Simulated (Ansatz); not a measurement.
We consider PbS (model structure, started from the litharge type, P4/nmm, No. 129, 4 atoms in the cell), described by r²SCAN+SOC (PAW; Ansatz, an electronic-structure program).

Run with plane-wave cutoff 560 eV, 12×12×14 k mesh (along the axes of the cell as run), Fermi–Dirac smearing 0.05 eV, PAW data made under PBE.

Cell (relaxed with PBE-D3(BJ)):

```xyz
4
Lattice="5.0735 0.0000 0.0000 0.0000 5.0735 0.0000 0.0000 0.0000 3.9481" Properties=species:S:1:pos:R:3 pbc="T T T"
Pb     2.5367     0.0000     1.3026
Pb     0.0000     2.5367     2.6455
S      0.0000     0.0000     0.0000
S      2.5367     2.5367     0.0000
```

Task: Estimate the band gap and Γ–Γ gap that the calculation returns.

Result: 
- band gap = 0.47 eV (on the SCF k mesh)
- Γ–Γ gap = 3.30 eV

Note: the relaxation could raise the start's symmetry but not lower it, so the cell can be a saddle point; cell and atoms aren't relaxed at this level (pressure 0.9 GPa).

Static lattice: no zero-point or thermal effects.

It cost roughly 11 core-minutes of CPU time.

A model structure was made by putting elements into a prototype or built by hand; it is no filed structure, need not be a known phase, and can be a saddle point held by its symmetry.
